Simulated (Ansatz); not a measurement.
An Ansatz (a first-principles code) run: hypothetical rutile HgBr2 with a change (Br → Se); r2SCAN, PAW, 500 eV (Ansatz; scalar-relativistic without spin-orbit coupling).

Input:

Ansatz 0.2 input:
```yaml
crystal:
  lattice:
    - [7.0799847088, 0, 0]
    - [0, 7.0799847088, 0]
    - [0, 0, 3.8074374802]
  atoms:
    - { symbol: Hg, position: [0, 0, 0] }
    - { symbol: Hg, position: [0.5, 0.5, 0.5] }
    - { symbol: Se, position: [0.3318746455, 0.3318746455, 0] }
    - { symbol: Se, position: [0.8318746455, 0.1681253545, 0.5] }
    - { symbol: Se, position: [0.1681253545, 0.8318746455, 0.5] }
    - { symbol: Se, position: [0.6681253545, 0.6681253545, 0] }
basis: { ecutwfc: 500, ecutrho_ratio: 4, xc_grid: 4, fft_grid_basis: typed }
kpoints: { mp_grid: { grid: [7, 7, 12] } }
hamiltonian:
  xc: r2scan
  dispersion: none
  pseudopotentials: { kind: paw }
scf: { occupations: { method: fermi_dirac, width: 0.05 }, convergence: { dr2_threshold: 0.0000000006 } }
output: { forces: true, stress: true }
checkpoint: { write: state.ck, write_every: 1000 }
```

Output (explanatory and most iteration lines left out):

```
Pseudopotential: Hg, paw, valence charge 20
Pseudopotential: Se, paw, valence charge 16
Crystal: 6 atoms, lattice volume = 190.852 Å³
Basis set: ecut = 500 eV, 4809 PW (Γ), exchange–correlation on 216×216×120 points (64 copies of the dense FFT grid, shifted against one another)
Bands: 59, of which v1, the nominal top of the filled ones, is band 52 counted from 1 (51 counted from 0)
Symmetry: 16 space group operations
Space group: P42/mnm (ITA 136), of the structure as read, at distance tolerance 5.8e-5 Å
k-points: 70 of 588
Functional: x = r2scan, c = r2scan; τ floored in thin density (d = 2e-4 eV/Å³)
SCF iter   1: F=—  HF=-49566.321230 eV  |F-HF|=—  |Δ(HF+E_count)|=         —  Δρ=6.18e-3  dr2=5.68e-2  dr2_τ=5.54e-2  ethr=1.77e-3  ⟨swp⟩=6.5  Hψ=15643  notcnv=0  defer=9
SCF iter   2: F=—  HF=-49566.338251 eV  |F-HF|=—  |Δ(HF+E_count)|=   1.70e-2  Δρ=2.81e-3  dr2=1.28e-2  dr2_τ=1.04e-3  ethr=5.46e-5  ⟨swp⟩=2.0  Hψ=8540  notcnv=0  defer=70
SCF 1 converged in 8 iterations: F = -49566.331151 eV  dr2 = 2.86e-10
SCF converged after 8 iterations
Free energy (F): -49566.331151 eV
Internal energy: -49566.319450 eV  (E = F + TS)
E sigma→0 (E₀):  -49566.325301 eV
Entropy (-TS):   -0.011701 eV (-1.950 meV/atom)
Fermi energy:    5.909985 eV
--- Forces (eV/Å), atoms counted from 1 ---
  atom   1  Hg     0.00000000    -0.00000000     0.00000000
  atom   2  Hg     0.00000000     0.00000000     0.00000000
  atom   3  Se    -0.00360500    -0.00360500     0.00000000
  atom   4  Se    -0.00360500     0.00360500     0.00000000
  atom   5  Se     0.00360500    -0.00360500     0.00000000
  atom   6  Se     0.00360500     0.00360500     0.00000000
--- Stress (GPa, compression-positive) ---
        0.006888       0.000000       0.000000
        0.000000       0.006888       0.000000
        0.000000       0.000000       0.001687
  P = ⅓ Tr σ = 0.0052 GPa (0.052 kbar)
```

Spin-orbit coupling, missing from the scalar runs, can matter with Hg. Whether these cells are dynamically stable was not tested. All final runs are without spin polarisation. The cell was made from HgBr2 by this change: Br → Se; the result is a hypothetical phase, not in the database extracts checked.
